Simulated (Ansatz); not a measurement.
A user runs Ansatz (an electronic-structure program) on LiRh3 (P1, 4 atoms in the cell) and asks whether the run is sound. The aim is a self-consistent single point with DFT, LDA (PW92), plane waves, default PAW files made with PBE.

Cell that was meant: a = 4.6769 Å, b = 4.6769 Å, c = 4.6769 Å, α = 132.36°, β = 132.36°, γ = 69.65°.

Part of the input:

Ansatz 0.2 input:
```yaml
    - { symbol: Rh, position_ang: [0.007670, -0.001101, 3.884639] }
kpoints:
  mp_grid:
    grid: [1, 1, 1]
hamiltonian:
  xc: lda
  pseudopotentials:
```

Output (repeated stretches shortened):

```
WARN basis.ecutwfc = 420 eV, the default
WARN ansatz: RAYON_NUM_THREADS=1 ignored (pool sized by the plan → 1); use --threads N
   [... lines left out ...]
Space group: P1 (ITA 1), of the structure as read, at distance tolerance 3.8e-5 Å
k-points: 1
PAW frozen core: Rh, regenerated for the run's functional, and the local potential with it
Initial density: superposition of atomic densities (neutral atoms: chi_scale 0, normalization atom), corrected by the library's trained network
Initial wavefunctions: pseudopotential atomic-orbital guess
Eigensolver: davidson
Functional: x = slater, c = lda
SCF iter   1: F=—  HF=-19040.455024 eV  |F-HF|=—  |Δ(HF+E_count)|=         —  Δρ=1.78e-1  dr2=1.45e1  ethr=1.77e-3  ⟨swp⟩=6.0  Hψ=108  notcnv=0
all-band conjugate gradients solve this SCF's bands
preconditioner: auto → none
SCF iter   2: F=—  HF=-19046.502993 eV  |F-HF|=—  |Δ(HF+E_count)|=    6.05e0  S|Δr|=   1.28e-3  Δρ=3.46e-1  dr2=9.79e1  ethr=1.77e-3  ⟨swp⟩=4.0  Hψ=78  notcnv=0  defer=1  recentre
   [... lines left out ...]
SCF iter  27: F=—  HF=-19038.425102 eV  |F-HF|=—  |Δ(HF+E_count)|=   2.77e-8  S|Δr|=    0.00e0  Δρ=2.77e-5  dr2=1.04e-7  ethr=1.01e-9  ⟨swp⟩=1.0  Hψ=32  notcnv=0  defer=1
SCF iter  28: F=—  HF=-19038.425102 eV  |F-HF|=—  |Δ(HF+E_count)|=   1.77e-8  S|Δr|=    0.00e0  Δρ=2.40e-5  dr2=1.05e-7  ethr=1.85e-10  ⟨swp⟩=9.0  Hψ=115  notcnv=0
SCF iter  29: F=-19038.425102 eV  HF=-19038.425102 eV  |F-HF|=3.08e-8  |Δ(HF+E_count)|=   3.77e-9  S|Δr|=    0.00e0  Δρ=1.77e-5  dr2=4.98e-8  ethr=1.85e-10  ⟨swp⟩=2.0  Hψ=95  notcnv=0
SCF 1 converged in 29 iterations: F = -19038.425102 eV  dr2 = 4.98e-8
Stability not checked (fill_not_monotonic)
Free energy (F): -19038.425102 eV
Internal energy: -19038.404667 eV  (E = F + TS)
E sigma→0 (E₀):  -19038.418291 eV
Entropy (-TS):   -0.020435 eV (-5.109 meV/atom)
Fermi energy:    17.187738 eV
--- Forces (eV/Å), atoms counted from 1 ---
  atom   1  Li    -0.05189936     0.05504597    -0.13164412
  atom   2  Rh     0.20051403    -0.20023438     0.80628135
  atom   3  Rh    -0.05629309     0.03294597    -0.16654566
  atom   4  Rh    -0.09232396     0.11224226    -0.50806655
--- Stress (GPa, compression-positive) ---
      -14.098314      -0.125518      -0.689853
       -0.125517     -17.739360       0.035741
       -0.689833       0.035735      -4.816044
  P = ⅓ Tr σ = -12.2179 GPa (-122.179 kbar)
  The stress holds the Pulay correction. Without it, at fixed plane waves, as pw.x and ABINIT print it: P = -12.3223 GPa
```

**Question.** Is anything amiss in this input, and did it matter?

**Answer.** The run is not sound. The fault is a single k-point for a small metallic cell. One k-point cannot sample the Fermi surface of a small cell. To fix it, use a converged k-point mesh. The run converged in 29 iterations without an error; against the sound input the free energy falls by 226 meV/atom, the pressure goes from -15.24 to -12.22 GPa and the largest force goes from 0.738 to 0.855 eV/Å.

An input that runs soundly differs in these lines (not the only fix; some lines may just follow from the change or write a value another way):
```diff
-    grid: [1, 1, 1]
+    grid: [8, 8, 10]
```

With that input, the run converged in 7 iterations: free energy E − TS (on the zero of these files) -19037.5195 eV; Fermi level (on the code's own zero) 16.54 eV; pressure -15.24 GPa; largest force (vector length) 0.738 eV/Å (DFT, LDA (PW92), plane waves, default PAW files made with PBE).

On the sound input: the starting cell comes from a database of computed structures (which also holds hypothetical and non-ambient phases and stackings), without a prior relaxation at this level. Its atoms were displaced at random from the sites of space group no. 139. Spin polarisation is off. With a pressure of about -15 GPa the cell is away from its equilibrium volume at this level. Ansatz's pressure includes its estimate of the finite-basis (Pulay) stress.
